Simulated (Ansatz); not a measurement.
# A constructed model of the (100) surface of bcc Fe, ferromagnetic, a pseudomorphic layer of Ge in the host's stacking (bottom of the slab: a bare face, its two planes held)

Computed with PBE (plane waves to 420 eV, PAW; Ansatz, a program for electronic structure).

Set-up: 7 atoms, 8.8 Å thick at the start (thin: gaps and levels are the slab's own); mesh 13x13x1; 0.1 eV smearing; dipole correction on; 2 atoms held, the rest relaxed; symmetry of the start imposed; spin-polarised, ending with about 14.2 μB a cell; orders that need a larger cell were not tried, no spin-orbit, no U. It is one candidate, not shown to be the stable structure of the face.

The work function of the top face is 4.71 eV. The energy released by relaxation is 0.041 eV, the magnetic moment of the cell comes out as 14.18 μB and the cost is very roughly 9 core-minutes.
